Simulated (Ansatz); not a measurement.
What biaxial strain +0.50 %, plane normal [001], relaxed out of plane does to HfS2

Start from HfS2 in the CdI2 type structure (space group P-3m1, No. 164; a = 3.6057 Å, c = 5.7676 Å; layered, stacked along the Cartesian z axis). Axes: x lies along a and z along c of the hexagonal cell.

One thing is altered: tensile biaxial strain of 0.50 % in the plane normal to [001], as in epitaxy on a mismatched substrate; the out-of-plane cell vector and the atoms relax.

Computed with Ansatz (a first-principles code) PBE-D3(BJ), no spin-orbit coupling. Settings: 11×11×6 k-points, 0.05 eV Fermi–Dirac smearing.

```csv
quantity,base,changed,shift
shortest interatomic distance,254.1 pm,254.5 pm,+0.4 pm
band gap (an upper bound: an edge found on the path is not a true extremum; the changed cell),0.85 eV,0.88 eV,+0.03 eV
out-of-plane strain,–,-0.18 %,–
mean in-plane stress (compression positive),–,-0.8 GPa,–
```

Final structure (turned so that z lies along the plane normal):

```xyz
3
Lattice="3.6237 0.0000 0.0000 1.8119 3.1382 0.0000 0.0000 0.0000 5.7570" Properties=species:S:1:pos:R:3 pbc="T T T"
Hf     0.0000     0.0000     0.0000
S      1.8119     1.0461     1.4483
S      3.6237     2.0922     4.3087
```

Spin-orbit coupling, missing from the scalar runs, can matter with Hf. No phonon test of stability was made.
